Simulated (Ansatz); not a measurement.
System: 1T (CdI2-type) MgI2. Method: PBE-D4 (plane waves, PAW; Ansatz, an electronic-structure program).

Numerical settings: plane-wave cutoff 520 eV, 12×12×6 k mesh (along the axes of the cell as run), perturbation theory, scalar-relativistic PAW data made under PBE.

Computed at the level's own relaxed cell.

Harmonic phonon frequencies (cm⁻¹; i marks an imaginary mode; at Γ without the LO shift):

```
q point                     frequencies
-------  ------------------------------
Γ           0 0 0 66 66 111 176 176 265
M        62 64 66 82 89 107 177 178 259
K        63 77 77 90 90 101 174 211 211
A        18 18 36 63 63 105 177 177 290
L        59 59 69 81 92 109 177 177 255
H        66 73 73 92 92 100 174 215 215
```

No imaginary mode appears at these points.

Note: the dispersion coefficients are held fixed in the derivatives.
